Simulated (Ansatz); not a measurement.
Consider MgB$_{2}$ (space group P6/mmm, No. 191).

```yaml
crystal:
  lattice:
    - [3.06310, 0.00000, 0.00000]
    - [-1.53155, 2.65272, 0.00000]
    - [0.00000, 0.00000, 3.49997]
  atoms:
    - { symbol: Mg, position: [0.00000, 0.00000, 0.00000] }
    - { symbol: B, position: [0.33333, 0.66667, 0.50000] }
    - { symbol: B, position: [0.66667, 0.33333, 0.50000] }
```

Computed with PBEsol (Ansatz, a first-principles code), scalar-relativistic without spin-orbit coupling, earlier PAW set.

One change was made to it. Results:

```json
[
 {"quantity": "lattice parameter a", "base": "306.3 pm", "after": "305.5 pm"},
 {"quantity": "c/a ratio", "base": "1.143", "after": "1.140"}
]
```

Task: Name the change that was made.
A. pressure 1.5 GPa
B. pressure −1 GPa
C. pressure 5 GPa

Result: A, pressure 1.5 GPa. For comparison, the lattice parameter a in the other runs: pressure −1 GPa gives 306.8 pm; pressure 5 GPa gives 303.8 pm.

Load acts through the strain it causes; cell and atoms are relaxed under it. No phonon test of stability was made. Competing high-pressure phases were not computed. The final runs are not spin-polarised.
